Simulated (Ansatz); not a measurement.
MgO (P6₃mc, No. 186, 4 atoms in the cell; start mp-549706; a measured phase of this formula has another space group), treated with PBEsol in Ansatz (PAW).

Numerical settings: plane-wave cutoff 520 eV, 12×12×8 k mesh (along the axes of the cell as run), Fermi–Dirac smearing 0.01 eV, scalar-relativistic PAW data made under PBE.

Cell (relaxed with PBEsol):

Space group P6₃mc (No. 186); a = b = 3.3028 Å, c = 5.0210 Å, α = β = 90.00°, γ = 120.00°

```
atom  site  symmetry       x       y       z
----  ----  --------  ------  ------  ------
Mg      2b       3m.  0.3333  0.6667  0.0038
O       2b       3m.  0.3333  0.6667  0.4008
```

### Question
Estimate the band gap that the calculation returns.

### Answer

- band gap = 3.36 eV (direct)

Static lattice: no zero-point or thermal effects.

The result took very roughly 16 core-seconds.

A start named mp-… is a Materials Project structure, which need not be a measured phase.

Ansatz is a quantum-chemistry and plane-wave program.
